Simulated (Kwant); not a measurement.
Model system: wire with a side stub in a GaAs two-dimensional gas. Effective mass 0.067 mₑ, grid spacing 6.7 nm, hard walls, nominal width 200 nm (29 grid rows, so walls 201 nm apart), one parabolic valley, scattering region 600 nm long along x; energies count from the band bottom; Fermi energy swept from 0.00011225 to 0.0013329 eV. Closed stub on one side, 180 nm wide and 180 nm deep.

The device is made up for the run: typed textbook-type constants, with dimensions and the other settings drawn at random.

Model: effective-mass tight-binding model on a square grid, one spin, coherent transport at 0 K (Kwant). Conductance is in e²/h.

### Question
How many channels do the leads carry at E = 0.851, 1.13 meV?

### Answer
The hard-wall thresholds are n² ħ²π²/(2mW²) = n² × 0.139 meV with W = 201 nm. √(0.851/0.139) = 2.47, so 2. √(1.13/0.139) = 2.85, so 2.
